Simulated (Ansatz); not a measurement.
**A computed series for WSe2: pressure series**

The reference is WSe$_{2}$ in the 2H-MoS2 type structure (space group P6_3/mmc, No. 194; a = 3.2999 Å, c = 13.1513 Å; layered, stacked along the Cartesian z axis).

Cell and atoms are relaxed at each pressure.

Method: Ansatz (a quantum-chemistry and plane-wave program), r2SCAN+rVV10, PAW, cutoff 500 eV, spin-orbit coupling left out.

Before the change:

The band gap is 1.12 eV.

Problem. The aim is a band gap between 0.52 eV and 0.57 eV. Which of these changes reaches it?
(A) pressure 30 GPa
(B) pressure −1 GPa
(C) pressure 15 GPa
(D) pressure 3 GPa

Solution. C, pressure 15 GPa. It gives 0.54 eV; pressure 30 GPa gives 0.20 eV; pressure 3 GPa gives 0.93 eV; pressure −1 GPa gives 1.24 eV. Changes not listed may reach it too

With W present, leaving out spin-orbit coupling can change the band edges. Load acts through the strain it causes; cell and atoms are relaxed under it. Stability against distortions was not tested. Competing high-pressure phases were not computed. The zero or small gap of WSe2 under pressure 30 GPa can change with the level of theory.
